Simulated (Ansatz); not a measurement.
Functionals compared on CH3 on the 1x1 (111) surface of fcc Ir, one in a 2x2 cell, started at the site 'bridge Ir-Ir (span 2.7 Å)', in Ansatz (plane waves, PAW). The structure was relaxed with PBE; the other rows are single points on it, each with its references at the same level. Cutoff 420 eV (500 eV for r2SCAN).

Set-up: 20 atoms, 6.6 Å thick at the start under the adsorbate (thin: gaps and levels are the slab's own); mesh 6x6x1; 0.1 eV smearing; dipole correction on; 8 atoms held, the rest relaxed; no symmetry held; no spin, no spin-orbit, no U, no dispersion correction. At the end it is bonded to Ir. In PBE it is, or lies within 0.03 eV of, the lowest of the starts that converged. These notes are the PBE run's. Adsorption energies are against CH4(g) − ½ H2(g). A negative adsorption energy means that the adsorbate is more stable on the surface than in its reference.

```json
[
 {"functional": "PBE", "adsorption energy (eV)": "0.64", "work function of the top face (eV)": "4.93", "change of the work function (eV)": "-0.56", "rough cost of the single point": "–"},
 {"functional": "RPBE", "adsorption energy (eV)": "0.80", "work function of the top face (eV)": "4.83", "change of the work function (eV)": "-0.51", "rough cost of the single point": "very roughly 4 core-minutes"},
 {"functional": "r2SCAN", "adsorption energy (eV)": "(withheld)", "work function of the top face (eV)": "(withheld)", "change of the work function (eV)": "(withheld)", "rough cost of the single point": "very roughly 8 core-minutes"}
]
```

Question: What belongs in the gaps?

Answer: 
- r2SCAN, adsorption energy (eV): 0.51
- r2SCAN, work function of the top face (eV): 4.99
- r2SCAN, change of the work function (eV): -0.55

Ansatz is a first-principles code.
